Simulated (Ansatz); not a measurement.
CH3 on the 1x1 (110) surface of bcc W, one in a 2x2 cell, started at the site 'bridge W-W (span 3.2 Å)'

Computed with r2SCAN, at the PBE geometry (plane waves to 500 eV, PAW; Ansatz, a program for electronic structure).

Set-up: 20 atoms, 6.6 Å thick at the start under the adsorbate (thin: gaps and levels are the slab's own); mesh 6x6x1; 0.1 eV smearing; dipole correction on; single point; no symmetry held, on the structure that PBE left; no spin, no spin-orbit, no U, no dispersion correction. At the end it is bonded to 3 W. In PBE it is, or lies within 0.03 eV of, the lowest of the starts that converged; the order may differ at this level.

| Property | Result |
|---|---|
| adsorption energy against CH4(g) − ½ H2(g) at the same level | -0.18 eV |
| work function of the top face | 3.71 eV |
| change of the work function | -1.18 eV |
| change of the step from the bottom to the top vacuum level, against the clean slab | -1.18 eV |
| height of the binding atom over the mean of the host atoms within 0.3 Å of the top one | 1.712 Å |
| nearest host atoms of the binding atom | W at 2.28 Å, W at 2.45 Å, W at 2.45 Å |
| note | in the relaxation the adsorbate left its starting site by 0.8 Å |
| cost | around 7 core-minutes (rough) |

A negative adsorption energy means that the adsorbate is more stable on the surface than in its reference.
